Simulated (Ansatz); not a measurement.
Tunnelling through a barrier is set by its complex band structure: the current falls as exp(−2κd) with the smallest κ.

```xyz
2
Lattice="3.7778 0.0000 0.0000 0.0000 3.7778 0.0000 1.8889 1.8889 2.6713" Properties=species:S:1:pos:R:3 pbc="T T T"
Ga     0.0000     0.0000     0.0000
P      3.7778     1.8889     1.3356
```

The cell is strained (all lengths scaled by 0.98); by r2SCAN it stands under a pressure of 6.1 GPa.

Transport runs along the normal of the first two printed cell vectors, the (001) plane of the conventional cell.

The gap is the functional's own. No spin-orbit coupling. Mid-gap values are those at the computed energy nearest the middle.

### Question
Compute, with r2SCAN in Ansatz (a quantum-chemistry and plane-wave program), the band gap and the smallest decay constant κ at mid-gap.

### Answer
Gap 1.74 eV on a 12×12×12 mesh; κ = 0.152 1/Å, at the zone centre.
